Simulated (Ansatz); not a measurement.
## A computed series for CuAu: response to strain

Take CuAu (space group P4/mmm, No. 123; relaxed with 0.1 eV smearing) as the base.

```
CuAu
1.0
    2.86941     0.00000     0.00000
    0.00000     2.86941     0.00000
    0.00000     0.00000     3.64523
Cu Au
1 1
Direct
  0.00000   0.00000   0.00000
  0.50000   0.50000   0.50000
```

Strains are applied to the cell and any free atomic positions relax.

All numbers come from PBE (Ansatz, a program for electronic structure, PAW, no SOC).

Notes on the quantities. energy relative to the base: free energy F; pressure: mean of the normal stresses, compression positive.

```csv
variant,energy relative to the base,pressure,shortest interatomic distance
base,0 meV/atom,0.0 GPa,2.727 Å
isotropic strain −3.00 %,+61 meV/atom,16.5 GPa,2.646 Å
isotropic strain −2.50 %,+41 meV/atom,13.1 GPa,2.659 Å
isotropic strain −2.00 %,+26 meV/atom,10.1 GPa,2.673 Å
isotropic strain −1.50 %,+14 meV/atom,7.2 GPa,2.686 Å
isotropic strain −0.50 %,+1.5 meV/atom,2.2 GPa,2.714 Å
isotropic strain +0.50 %,+1.4 meV/atom,-2.0 GPa,2.741 Å
isotropic strain +1.50 %,+12 meV/atom,-5.5 GPa,2.768 Å
isotropic strain +2.50 %,+33 meV/atom,-8.5 GPa,2.796 Å
isotropic strain +3.00 %,+47 meV/atom,-9.7 GPa,2.809 Å
```

Stability against distortions was not tested. The final runs are not spin-polarised.
